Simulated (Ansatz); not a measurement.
Consider the following.

```xyz
2
Lattice="0.0000 3.0890 3.1468 3.0890 0.0000 3.1468 3.0890 3.0890 0.0000" Properties=species:S:1:pos:R:3 pbc="T T T"
Se     0.0000     0.0000     0.0000
Pb     3.0890     3.0890     3.1468
```

No spin polarisation.

All numbers come from DFT with r2SCAN, PAW potentials and a 500 eV plane-wave cutoff in Ansatz (a program for electronic structure), spin-orbit coupling left out. k-mesh 9×9×9 (Γ-centred); smearing 0.05 eV (Fermi–Dirac).

Question: What space group does the calculation give?

Answer: I4/mmm (No. 139).

Question: Estimate the stress (xx, yy, zz, yz, xz, xy; compression positive).

Answer: (-0.25, -0.25, -2.12, 0.00, 0.00, 0.00) GPa.

Question: What band gap does the calculation give?

Answer: 0.71 eV.

With Pb present, leaving out spin-orbit coupling can change the band edges. The cells carry an imposed strain or load. Whether these cells are dynamically stable was not tested. The cell was made from PbSe in the rock salt structure (space group Fm-3m, No. 225) by this change: uniaxial strain ε_zz = +1.87 %.
